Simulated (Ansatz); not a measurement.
Cost and result by functional for the surface energy of the (110) surface of rock-salt CaO in its 1x1 cell (cut with top plane Ca + O, bottom plane Ca + O), outermost plane spacing 1.71 Å in the ideal cut, in Ansatz (plane waves, PAW). Single points on the PBE structure, on one kind of machine; costs are rough ratios of the slab run's core time (references not counted) to the cheapest single point. r2SCAN's cost holds its higher cutoff (500 against 420 eV). Differences are taken against HSE06 for comparison alone: no measured value is at hand, so the table doesn't rank accuracy. HSE06 ran on a coarser k-mesh, which lowers its cost and carries part of its shift.

Slab: 16 atoms, Ca8O8, 12.0 Å thick at the start; k 8x5x1, smearing 0.025 eV, dipole-corrected; all atoms relaxed; start symmetry kept, larger cells not searched; no spin, no spin-orbit, no U. These notes are the PBE run's.

```csv
functional,relative cost,surface energy (J/m²),less HSE06 (J/m²)
PBEsol,1,1.57,-0.03
RPBE,1,1.32,-0.28
LDA,1,1.71,0.11
r2SCAN,2,1.68,0.08
HSE06,10,1.60,0.00
PBE (the relaxed run's value),–,1.47,-0.14
```

The values span 0.39 J/m², while the single points' costs differ by a factor of roughly 10. Differences are of unrounded values.

Ansatz is a quantum-chemistry and plane-wave program.
